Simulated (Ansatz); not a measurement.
ZrC (model structure, started from the CsCl type, Pm-3m, No. 221, 2 atoms in the cell) was calculated with LDA (Ansatz, an electronic-structure program, plane waves, PAW).

Settings: plane-wave cutoff 520 eV, 18×18×18 k mesh, Fermi–Dirac smearing 0.05 eV, scalar-relativistic PAW data made under PBE.

Cell (relaxed at this level):

```cif
data_CZr
_chemical_formula_sum 'Zr1 C1'
_space_group_name_H-M_alt 'Pm-3m'
_space_group_IT_number 221
_space_group_name_Hall '-P 4 2 3'
_cell_length_a 2.87098
_cell_length_b 2.87098
_cell_length_c 2.87098
_cell_angle_alpha 90.000
_cell_angle_beta 90.000
_cell_angle_gamma 90.000
loop_
_atom_site_label
_atom_site_type_symbol
_atom_site_symmetry_multiplicity
_atom_site_Wyckoff_symbol
_atom_site_fract_x
_atom_site_fract_y
_atom_site_fract_z
_atom_site_occupancy
Zr1 Zr 1 a 0.00000 0.00000 0.00000 1
C1 C 1 b 0.50000 0.50000 0.50000 1
```

### Question
Estimate the bulk modulus that the calculation returns.

### Answer

bulk modulus: 219 GPa

The run finds no gap.

Note: the bulk modulus is −V dP/dV from two relaxed cells at ±2 % in volume; the relaxation could raise the start's symmetry but not lower it, so the cell can be a saddle point.

Computed values are for the static lattice.

A model structure was made by putting elements into a prototype or built by hand; it is no filed structure, need not be a known phase, and can be a saddle point held by its symmetry.
